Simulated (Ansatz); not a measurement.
System: Ga2S3 (model structure, started from the beta Ga2O3 type, C2/m, No. 12, 10 atoms in the cell). Method: PBEsol in Ansatz (PAW).

Run with plane-wave cutoff 520 eV, 10×10×6 k mesh (along the axes of the cell as run), Fermi–Dirac smearing 0.01 eV, scalar-relativistic PAW data made under PBE.

Cell (relaxed at this level):

```
Ga2S3
1.0
    7.74039    -1.81565     0.12426
    7.74039     1.81565     0.12426
   -1.64211     0.00000     6.78384
Ga S
4 6
Direct
  0.08744   0.08744   0.80332
  0.91256   0.91256   0.19668
  0.66184   0.66184   0.31392
  0.33816   0.33816   0.68608
  0.18164   0.18164   0.10399
  0.81836   0.81836   0.89601
  0.17150   0.17150   0.56269
  0.82850   0.82850   0.43731
  0.50007   0.50007   0.25283
  0.49993   0.49993   0.74717
```

### Question
Give the computed band gap and smallest direct gap on the k points sampled.

### Answer

* **band gap**: 0.55 eV (indirect)
* **smallest direct gap on the k points sampled**: 0.59 eV

Note: the relaxation could raise the start's symmetry but not lower it, so the cell can be a saddle point.

Spin–orbit coupling is not included.

Computing time: around 2.0 core-minutes (rough).

A model structure was made by putting elements into a prototype or built by hand; it is no filed structure, need not be a known phase, and can be a saddle point held by its symmetry.

Ansatz is a quantum-chemistry and plane-wave program.
